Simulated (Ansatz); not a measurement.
Consider InMo$_{3}$Se$_{3}$ (space group P6_3/m, No. 176; a = 8.768 Å, c = 4.477 Å; a cell from a computed database, its experimental status unchecked).

Level of theory: PBEsol (Ansatz, a first-principles code), no spin-orbit coupling.

One change was made to it. Results:

```
quantity                             base       after
-----------------------------  ----------  ----------
c/a ratio                           0.511       0.513
density                        7.13 g/cm³  7.19 g/cm³
shortest interatomic distance     2.593 Å     2.591 Å
```

Which of these changes matches the shifts?
(A) pressure 7.5 GPa
(B) pressure 3 GPa
(C) pressure 0.3 GPa

C, pressure 0.3 GPa. For comparison, the c/a ratio in the other runs: pressure 3 GPa gives 0.531; pressure 7.5 GPa gives 0.560.

Load acts through the strain it causes; cell and atoms are relaxed under it. Stability against distortions was not tested. No other phases were tried under pressure. The final runs are not spin-polarised.
